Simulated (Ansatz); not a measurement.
The reference is Al in the fcc (Cu type) structure (space group Fm-3m, No. 225; a = 3.9937 Å; relaxed with 0.1 eV smearing). Axes: x, y, z lie along the cube axes.

All numbers come from r2SCAN (Ansatz, a program for electronic structure), without spin-orbit coupling.

It is then changed as follows: uniaxial strain ε_zz = +1.00 %, all other strain components held at zero; the atoms relax in the strained cell.

Problem. Predict the stress tensor and what it implies for the stiffness.

Solution. Stress of the strained cell less that of the base (GPa, compression positive):
```
   -0.7     0.0     0.0
    0.0    -0.7     0.0
    0.0     0.0    -1.3
```

Then −Δσ_ii/ε with ε = 0.0100 gives relaxed-ion elastic constants: C33 ≈ 127 GPa, C13 ≈ 70 GPa and C23 ≈ 70 GPa.

Whether these cells are dynamically stable was not tested.
